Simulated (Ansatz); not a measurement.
Take MoTe2 in the 2H-MoS2 type structure (space group P6_3/mmc, No. 194; a = 3.4340 Å, c = 13.3303 Å; layered, stacked along the Cartesian z axis) as the base.

Levels (all Ansatz, a quantum-chemistry and plane-wave program, PAW): PBEsol-D3(BJ) (420 eV, spin-orbit coupling left out); r2SCAN (500 eV, scalar-relativistic without spin-orbit coupling); HSE06 (420 eV, without spin-orbit coupling).

One geometry, relaxed with PBEsol-D3(BJ), under each level:

```json
[
 {"level": "PBEsol-D3(BJ)", "band gap": "0.33 eV", "lowest conduction level above the VBM at special points": "K 0.54 eV; H 0.94 eV; M 1.21 eV; L 1.24 eV"},
 {"level": "r2SCAN", "band gap": "0.54 eV", "lowest conduction level above the VBM at special points": "K 0.76 eV; H 1.13 eV; M 1.37 eV; L 1.41 eV"},
 {"level": "HSE06", "band gap": "[?]", "lowest conduction level above the VBM at special points": "[?]"}
]
```

Q: Give the withheld HSE06 results.

A: 
- HSE06, band gap: 0.80 eV
- HSE06, lowest conduction level above the VBM at special points: K 1.03 eV; H 1.49 eV; M 1.77 eV; Γ 3.51 eV

Single points use the geometry relaxed with PBEsol-D3(BJ). The hybrid gap comes from the SCF mesh plus the semilocal run's edge points and a few special points and is an upper bound. With Te present, leaving out spin-orbit coupling can change the band edges. Whether these cells are dynamically stable was not tested. The program warned that a D3 coordination switch lies within reach, so dispersion energies are less smooth here.
